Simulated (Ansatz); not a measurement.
Y: pressure series

Base system: Y in the hcp (Mg type) structure (space group P6_3/mmc, No. 194; a = 3.6557 Å, c = 5.6788 Å).

Cell and atoms are relaxed at each pressure.

The values are results of PBE (Ansatz, a program for electronic structure), no spin-orbit coupling, earlier PAW set, not measurements.

Candidates:
(a) pressure 30 GPa
(b) pressure 100 GPa
(c) pressure 7 GPa

Before the change:

* **c/a ratio**: 1.553

Q: Order them by c/a ratio, lowest first.

A: (c) pressure 7 GPa (1.561), (a) pressure 30 GPa (1.615), (b) pressure 100 GPa (1.702)

Load acts through the strain it causes; cell and atoms are relaxed under it. No phonon test of stability was made. Competing high-pressure phases were not computed. All final runs are without spin polarisation.
